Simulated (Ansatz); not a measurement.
Short convergence ladders for MnS (R3m, 2 atoms in the cell)

```yaml
crystal:
  lattice:
    - [0.00000, 2.48088, 2.48088]
    - [2.48088, 0.00000, 2.48088]
    - [2.48088, 2.48088, 0.00000]
  atoms:
    - { symbol: Mn, position: [0.00582, 0.00582, 0.00582], spin: 4.0 }
    - { symbol: S, position: [0.25000, 0.25000, 0.25000] }
```
(The spins are starting values, not results.)

Base method: PBEsol, default PAW files made with PBE (plane waves; Ansatz, a program for electronic structure).

Base settings: basis.ecutwfc = 30.9 Ry; kpoints.mp_grid.grid = 9 9 9; hamiltonian.xc = pbesol; hamiltonian.pseudopotentials = {kind: paw} (the program's default PAW files); magnetization.spin_polarized = true; scf.occupations.method = gaussian; scf.occupations.width = 0.0073 Ry.

The count of work is k-points × plane waves × bands × iterations; it is no time. Core times come from one kind of shared machine, to one figure; runs under 30 s give none.

**The cutoff for other potential files**

Level: DFT, PBEsol, plane waves, harder PAW files (source: ansatz) made with PBE.

In this ladder: hamiltonian.pseudopotentials = {kind: paw, source: ansatz}.

The second cell is the first with its lattice scaled by 0.98.

The mesh stays at the base's, so the ladder's end is converged at best in this setting alone.

The first pressure column holds Ansatz's estimate of the finite-basis (Pulay) stress, which hides part of the cutoff error; the other is without it.

Only quantities that move along the ladder and can be compared are tabulated.

| basis.ecutwfc | free energy less the last step's (meV/atom) | energy of the compressed cell less the first (meV/atom) | pressure (GPa) | pressure without the Pulay estimate (GPa) | largest difference of a force vector from the last step's (eV/Å) | count of work / last |
|---|---|---|---|---|---|---|
| 23.9 Ry | 2877.78 | -52.51 | -10.57 | -140.56 | 0.077 | 0.11 |
| 29 Ry | 682.31 | 7.30 | -3.74 | -45.40 | 0.009 | 0.13 |
| 37.1 Ry | 57.26 | -0.53 | -4.32 | -9.11 | 0.001 | 0.18 |
| 44.8 Ry | 3.59 | 2.07 | -3.98 | -4.40 | 0.000 | 0.28 |
| 52.9 Ry | 0.30 | 2.22 | -3.96 | -3.98 | 0.000 | 0.36 |
| 63.6 Ry | 0.16 | 2.21 | -3.96 | -3.96 | 0.000 | 0.44 |
| 79.4 Ry | 0.09 | 2.21 | -3.96 | -3.96 | 0.000 | 0.60 |
| 105.8 Ry | 0.00 | 2.20 | -3.96 | -3.96 | 0.000 | 1.0 |

Coarsest basis.ecutwfc that holds the pressure without the Pulay estimate within 0.1 GPa of the last step, with all finer ones: 52.9 Ry, at 0.36 of the last step's count of work; the step before is off by 0.44 GPa.

Coarsest basis.ecutwfc that holds the free energy within 0.5 meV/atom of the last step, with all finer ones: 52.9 Ry, at 0.36 of the last step's count of work; the step before is off by 3.6 meV/atom.

Coarsest basis.ecutwfc that holds the pressure within 0.1 GPa of the last step, with all finer ones: 44.8 Ry, at 0.28 of the last step's count of work; the step before is off by 0.37 GPa.

The energy difference between the two cells stays within 1 meV/atom of the last step's from 44.8 Ry on, the total only from 52.9 Ry on: much of the error is common to both cells and cancels.

At the lowest cutoff the pressure without the Pulay estimate lies 137 GPa under the last step's, the usual sign of Pulay stress in an incomplete plane-wave basis.

**The relaxed cell against the cutoff**

On MnS (F-43m, 2 atoms in the cell): atoms on their sites.

In this ladder: relax = cell and atoms.

The mesh stays at the base's, so the ladder's end is converged at best in this setting alone.

Only quantities that move along the ladder and can be compared are tabulated.

| basis.ecutwfc | relaxed volume (Å³/atom) | relaxation steps | core time / last (rough) |
|---|---|---|---|
| 15.4 Ry | 14.692 | 19 | 0.8 |
| 18.4 Ry | 14.864 | 17 | 0.6 |
| 21.7 Ry | 14.892 | 9 | – |
| 26.1 Ry | 14.829 | 7 | – |
| 30.9 Ry | 14.819 | 5 | – |
| 37.1 Ry | 14.818 | 5 | – |
| 46.3 Ry | 14.818 | 5 | 0.6 |
| 61.7 Ry | 14.818 | 5 | 1 |

Coarsest basis.ecutwfc that holds the relaxed volume within 0.03 Å³/atom of the last step, with all finer ones: 26.1 Ry; the step before is off by 0.074 Å³/atom.

At the lowest cutoff the cell relaxes to a volume 0.9 % smaller than at the highest. Ansatz relaxes on a stress corrected for the finite basis.

On the base run: the starting cell comes from a database of computed structures (which also holds hypothetical and non-ambient phases and stackings), without a prior relaxation at this level. Its lattice was rescaled by up to half a per cent. One atom was moved a little off its site on purpose. The moments shrank to a small part of their start, a low-spin state that need not be the lowest. The program warned that a starting moment was not kept.

Keys are those of Ansatz 0.2.
